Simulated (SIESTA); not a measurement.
Input and output of a self-consistent single point for NbS₂Br₂ (P-1, 10 atoms in the cell) (SIESTA).

Method of the run: LDA PW92, numerical atomic orbitals DZP, PseudoDojo LDA standard norm-conserving potentials (rewritten from UPF to PSML) run with SIESTA 5.4.2.

```yaml
crystal:
  lattice:
    - [6.62295, 0.00000, 0.00000]
    - [3.26776, 5.76704, 0.00000]
    - [2.84330, -1.60419, 6.81625]
  atoms:
    - { symbol: Nb, position: [0.87382, 0.87488, 0.00037] }
    - { symbol: Nb, position: [0.12618, 0.12512, 0.99963] }
    - { symbol: S, position: [0.79789, 0.23896, 0.87171] }
    - { symbol: S, position: [0.20211, 0.76104, 0.12829] }
    - { symbol: S, position: [0.13933, 0.94585, 0.70110] }
    - { symbol: S, position: [0.86067, 0.05415, 0.29890] }
    - { symbol: Br, position: [0.76161, 0.57984, 0.22686] }
    - { symbol: Br, position: [0.23839, 0.42016, 0.77314] }
    - { symbol: Br, position: [0.64639, 0.82580, 0.77308] }
    - { symbol: Br, position: [0.35361, 0.17420, 0.22692] }
```

Reference input (self-consistent single point, DFT, LDA PW92, numerical atomic orbitals DZP, PseudoDojo LDA standard norm-conserving potentials (rewritten from UPF to PSML)): XC.functional = LDA; XC.authors = PW92; potentials = PseudoDojo LDA standard; PAO.BasisSize = DZP; PAO.EnergyShift = 0.01 Ry; MeshCutoff = 350 Ry; kgrid.MonkhorstPack = 5 5 4; OccupationFunction = FD; ElectronicTemperature = 10 K; MaxSCFIterations = 150; SCF.Mixer.Method = Pulay; SCF.Mixer.Weight = 0.25. This run's input differs from it in these lines:

```diff
@@ -37,5 +37,5 @@
 %block kgrid.MonkhorstPack
-    5   0   0  0.0
-    0   5   0  0.0
-    0   0   4  0.0
+   10   0   0  0.0
+    0   9   0  0.0
+    0   0   8  0.0
 %endblock kgrid.MonkhorstPack
```

The program printed (abridged):

```
        iscf     Eharris(eV)        E_KS(eV)     FreeEng(eV)     dDmax    Ef(eV) dHmax(eV)
   scf:    1    -6263.174653    -6299.405750    -6299.405750  0.639792 -2.150628 18.631478
   scf:    2    -6312.600736    -6316.370208    -6316.370208  0.337619 -4.338070  1.938835
   scf:    3    -6317.488716    -6317.507047    -6317.507047  0.061449 -4.144526  2.045042
   scf:    4    -6317.643785    -6317.707467    -6317.707467  0.067763 -4.722312  0.598413
   scf:    5    -6317.618444    -6317.743177    -6317.743177  0.020351 -4.631647  0.857750
   [... 4 lines left out ...]
   scf:   10    -6317.785322    -6317.785320    -6317.785320  0.000233 -3.721498  0.000296
   scf:   11    -6317.785320    -6317.785320    -6317.785320  0.000014 -3.721524  0.000250
   scf:   12    -6317.785320    -6317.785320    -6317.785320  0.000021 -3.721423  0.000101
   scf:   13    -6317.785320    -6317.785320    -6317.785320  0.000007 -3.721398  0.000059
SCF Convergence by DM+H criterion
max |DM_out - DM_in|         :     0.0000069245
max |H_out - H_in|      (eV) :     0.0000593937
SCF cycle converged after 13 iterations

Using DM_out to compute the final energy and forces

siesta: E_KS(eV) =            -6317.7853

siesta: E_KS - E_eggbox =     -6317.7853

siesta: Atomic forces (eV/Ang):
     1   -0.448946   -0.251337    0.025781
     2    0.448946    0.251337   -0.025781
     3   -0.297732    0.503854    0.619899
     4    0.297731   -0.503854   -0.619899
     5    0.374403   -0.598353   -0.294050
     6   -0.374404    0.598353    0.294050
     7    0.118595   -0.018143   -0.329590
     8   -0.118595    0.018144    0.329590
     9   -0.009652    0.146514    0.318705
    10    0.009653   -0.146514   -0.318705
   Tot    0.000000    0.000000   -0.000000
   Max    0.619899
   [... lines left out ...]
siesta: FreeEng =     -6317.785320
   [... lines left out ...]
siesta:     0.032013    0.002157    0.002440
siesta:     0.002157    0.028799   -0.004110
siesta:     0.002440   -0.004110    0.028622

siesta: Cell volume =        260.345182 Ang**3

siesta: Pressure (static):
siesta:                Solid            Molecule  Units
siesta:          -0.00032469         -0.00025895  Ry/Bohr**3
siesta:          -0.02981145         -0.02377529  eV/Ang**3
siesta:         -47.76321590        -38.09221593  kBar
```

The run converged in 13 iterations. Against the reference run the free energy is nearly the same (within 1 meV/atom), the pressure stays at -4.78 GPa, the largest force stays at 0.853 eV/Å and the gap on the mesh goes from 1.481 to 1.463 eV.

The starting cell comes from a database of computed structures (which also holds hypothetical and non-ambient phases and stackings), without a prior relaxation at this level. Values carry the incompleteness of an atom-centred basis. With a pressure of about -5 GPa the cell is away from its equilibrium volume at this level.

Cost on one core of a shared machine: roughly 2 min.
